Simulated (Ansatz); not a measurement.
The starting structures come from a database of crystals and need not be the phases stable at ambient conditions.

 Where the default PAW files enter, the runs use the earlier of Ansatz's two default sets.

Data:

```
CELL_PARAMETERS angstrom
      3.82886     0.00000     0.00000
      0.00000    12.67273     0.00000
      1.91443     0.00000     5.35268
ATOMIC_POSITIONS crystal
  Si 0.75727 0.94511 0.48546
  Si 0.24273 0.05489 0.51454
  Si 0.24273 0.44511 0.51454
  Si 0.75727 0.55489 0.48546
  Si 0.42869 0.15727 0.14262
  Si 0.57131 0.84273 0.85738
  Si 0.57131 0.65727 0.85738
  Si 0.42869 0.34273 0.14262
  Si 0.97127 0.90937 0.05746
  Si 0.02873 0.09063 0.94254
  Si 0.02873 0.40937 0.94254
  Si 0.97127 0.59063 0.05746
```

Space group of this cell: Cmcm. The cell is taken as given.

Transport runs along the normal of the first two printed cell vectors.

The gap is the functional's own. No spin-orbit coupling. Mid-gap values are interpolated on the energy grid.

Question: Predict the band gap and the smallest decay constant κ at mid-gap from r2SCAN (Ansatz, an electronic-structure program).

Answer: Gap 0.69 eV on a 8×4×8 mesh; κ = 0.123 1/Å, at the zone centre.
